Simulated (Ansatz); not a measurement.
AlBN₂ (model structure, started from the ScAlN2 type, P3m1, No. 156, 4 atoms in the cell) was calculated with G0W0@PBEsol (Ansatz, a quantum-chemistry and plane-wave program, hard PAW, contour deformation, complete-basis limit).

Run with largest k mesh 9×9×4 (not extrapolated in the mesh).

Cell (relaxed with PBEsol):

```
CELL_PARAMETERS angstrom
      2.84928     0.00000     0.00000
     -1.42464     2.46755     0.00000
      0.00000     0.00000     4.66466
ATOMIC_POSITIONS crystal
  B  0.33333 0.66667 0.01896
  N  0.33333 0.66667 0.34430
  Al 0.66667 0.33333 0.50074
  N  0.66667 0.33333 0.90599
```

What does this level give for the band gap?


- band gap: 5.99 eV (indirect)

Note: the relaxation could raise the start's symmetry but not lower it, so the cell can be a saddle point; the gap holds a correction of +0.60 eV to the complete basis.

The computed numbers hold no vibrational or temperature effects.

Cost on a shared machine: roughly 50 core-minutes.

A model structure was made by putting elements into a prototype or built by hand; it is no filed structure, need not be a known phase, and can be a saddle point held by its symmetry.
